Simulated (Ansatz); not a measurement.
A hypothetical phase is included: elements placed on a structure type, which no database files for this compound.

## Evanescent states of GaN (P6_422, 6 atoms a cell, 10.5 Å³ an atom, -2 GPa at this level) along the normal of (100)

These are r2SCAN (plane waves, PAW; Ansatz, a program for electronic structure) values and carry that method's errors.

No gap correction and no spin-orbit coupling; mid-gap is the computed energy nearest the middle.

Energies count from the valence-band top; κ is the least over a 10×4 mesh across the current.

```tsv
E (eV)	κ (1/Å)	where
0.05	0.076	off Γ
0.15	0.119	Γ
0.25	0.126	Γ
0.35	0.132	Γ
0.45	0.136	Γ
0.55	0.139	Γ
0.65	0.141	Γ
0.75	0.141	Γ
0.85	0.140	Γ
0.95	0.138	Γ
1.05	0.134	Γ
1.15	0.129	Γ
1.25	0.123	Γ
1.35	0.115	Γ
1.45	0.104	Γ
1.55	0.090	Γ
1.65	0.071	Γ
1.75	0.041	Γ
```

**Question.** How thick must the barrier be to attenuate the transmission by 10^6 when the electrodes' Fermi level lies at 1.35 eV, and what attenuation does that film give at 0.25 eV?

**Answer.** d = 6 ln 10 / (2 × 0.115) = 60.1 Å. At 0.25 eV it gives 6 × 0.126/0.115 = 6.6 decades.
